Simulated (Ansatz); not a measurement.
# WC: uniaxial strain ε_xx = +2.72 %

The reference is WC (space group P-6m2, No. 187; a = 2.913 Å, c = 2.836 Å; relaxed with 0.1 eV smearing). Axes: x lies along a and z along c of the hexagonal cell.

Now apply this change: the cell is stretched by 2.72 % along x with no lateral relaxation; the atoms relax in the strained cell.

Calculations: Ansatz (a quantum-chemistry and plane-wave program) r2SCAN, no spin-orbit coupling, earlier PAW set. k-mesh 23×23×20 (Γ-centred); smearing 0.1 eV (Fermi–Dirac).

```json
[
 {"quantity": "volume per atom", "base": "10.42 Å³", "changed": "10.70 Å³", "shift": "+0.28 Å³"},
 {"quantity": "space group", "base": "P-6m2 (No. 187)", "changed": "Amm2 (No. 38)", "shift": "–"},
 {"quantity": "shortest interatomic distance", "base": "2.200 Å", "changed": "2.205 Å", "shift": "+0.005 Å"},
 {"quantity": "energy relative to the base (free energy F)", "base": "0 meV/atom", "changed": "+17 meV/atom", "shift": "+17 meV/atom"},
 {"quantity": "pressure (mean of the normal stresses, compression positive)", "base": "0.0 GPa", "changed": "-9.6 GPa", "shift": "-9.6 GPa"},
 {"quantity": "band gap", "base": "zero", "changed": "zero", "shift": "–"},
 {"quantity": "stress (xx, yy, zz, yz, xz, xy; compression positive)", "base": "–", "changed": "(-18.2, -6.1, -4.4, 0.0, 0.0, 0.0) GPa", "shift": "–"}
]
```

Final structure:

```yaml
crystal:
  lattice:
    - [2.99232, 0.00000, 0.00000]
    - [-1.49616, 2.52280, 0.00000]
    - [0.00000, 0.00000, 2.83585]
  atoms:
    - { symbol: W, position: [0.00070, 0.00139, 0.00000] }
    - { symbol: C, position: [0.66597, 0.33194, 0.50000] }
```

Stability against distortions was not tested. The final runs are not spin-polarised.
